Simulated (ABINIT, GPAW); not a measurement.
A GPAW input for a self-consistent single point of LiBr (Fm-3m, 2 atoms in the cell) (DFT PBE, plane waves, GPAW PAW datasets PBE (gpaw-data 1.0.1)):

```python
from ase import Atoms
from ase.units import GPa
from gpaw import GPAW

atoms = Atoms(['Li', 'Br'],
              cell=[[0.000000, 2.759991, 2.759991],
                    [2.759991, 0.000000, 2.759991],
                    [2.759991, 2.759991, 0.000000]],
              scaled_positions=[[0.000000, 0.000000, 0.000000],
                                [0.500000, 0.500000, 0.500000]],
              pbc=True)

calc = GPAW(mode={'name': 'pw', 'ecut': 600},
            xc='PBE',
            kpts={'size': (10, 10, 10), 'gamma': True},
            occupations={'name': 'fermi-dirac', 'width': 0.02},
            nbands=-4,
            convergence={'density': 1e-05, 'bands': -2},
            symmetry={'symmorphic': False, 'tolerance': 0.0005},
            maxiter=100,
            txt='-')

atoms.calc = calc

energy = atoms.get_potential_energy()
print('Energy (eV):', round(energy, 6))
forces = atoms.get_forces()
print('Forces (eV/Ang):')
print(forces.round(5))
stress = atoms.get_stress()
print('Stress (GPa, Voigt):', (stress / GPa).round(4))
```

Write the same calculation as an input for ABINIT.

One input that does it (others would too):

```
# LiBr, PseudoDojo nc-sr-05 PBE standard
pp_dirpath "./"
pseudos "Li.upf, Br.upf"
acell 7.3760105761 7.3760105761 7.3760105761
rprim
        -0.0000000000    0.7071067812    0.7071067812
         0.7071067812    0.0000000000    0.7071067812
         0.7071067812    0.7071067812    0.0000000000
natom 2
ntypat 2
znucl 3 35
typat 1 2
xcart
         0.0000000000    0.0000000000    0.0000000000
         2.7599910000    2.7599910000    2.7599910000
      Angstrom
ecut 74 Ry
occopt 3
tsmear 0.00073499
nband 10
kptopt 1
ngkpt 10 10 10
nshiftk 1
shiftk 0 0 0
nstep 50
tolvrs 1.0e-12
prtwf 0
prtden 0
enunit 1
```

Basis settings and potentials, where a program has them, do not carry over. This input uses DFT, PBE, plane waves, norm-conserving pseudopotentials (PseudoDojo nc-sr-05 PBE standard). Both were run: pressure -0.10 GPa in GPAW and -0.14 in ABINIT; gap on the mesh 4.887 eV in GPAW and 4.891 in ABINIT.

On ABINIT: the starting cell comes from a database of computed structures (which also holds hypothetical and non-ambient phases and stackings), without a prior relaxation at this level. Its lattice was rescaled by a random factor within 2.5 % of one.

On GPAW: the starting cell comes from a database of computed structures (which also holds hypothetical and non-ambient phases and stackings), without a prior relaxation at this level. Its lattice was rescaled by a random factor within 2.5 % of one.
